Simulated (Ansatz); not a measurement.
Data:

```
CdTe
1.0
    0.00000     3.17569     3.42226
    3.17569     0.00000     3.42226
    3.17569     3.17569     0.00000
Cd Te
1 1
Direct
  0.00000   0.00000   0.00000
  0.25000   0.25000   0.25000
```

Level of theory: r2SCAN with spin-orbit coupling, rigid bands (plane waves, PAW; Ansatz, a quantum-chemistry and plane-wave program). Condition of this run: uniaxial stress along [001] of -1.5 GPa (compression positive) (the target of the relaxation). Cell: cell and atoms relaxed with PBEsol, then loaded as said.

**Question.** Predict the electron conductivity mass (n e² τ/σ) at 300 K, by direction if it differs.

**Answer.** 0.094 (x), 0.094 (y), 0.098 (z) mₑ.

**Question.** What conductivity effective mass do dilute holes have at 300 K?

**Answer.** 0.28 (x), 0.28 (y), 0.63 (z) mₑ.

**Question.** And the band gap?

**Answer.** 0.86 eV at this level; semilocal functionals usually fall short of the measured gap.

Rigid bands, one relaxation time for all states, no polarons. Geometry: cell and atoms relaxed with PBEsol.
